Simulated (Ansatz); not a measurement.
Here is the system:

```yaml
crystal:
  lattice:
    - [0.00000, 2.87663, 2.87663]
    - [2.87663, 0.00000, 2.87663]
    - [2.87663, 2.87663, 0.00000]
  atoms:
    - { symbol: In, position: [0.00000, 0.00000, 0.00000] }
    - { symbol: P, position: [0.25000, 0.25000, 0.25000] }
```

All values below come from PBEsol with spin-orbit coupling, rigid bands (plane waves, PAW; Ansatz, an electronic-structure program). Condition of this run: hydrostatic pressure 5 GPa (the target of the relaxation). Cell: cell and atoms relaxed with PBEsol, then loaded as said.

Problem. What conductivity effective mass do dilute electrons have at 300 K?

Solution. 0.081 mₑ.

Problem. Predict the hole conductivity mass (n e² τ/σ) at 300 K, by direction if it differs.

Solution. 0.52 mₑ.

Problem. And the band gap?

Solution. 0.89 eV at this level; semilocal functionals usually fall short of the measured gap.

Rigid bands, one relaxation time for all states, no polarons.
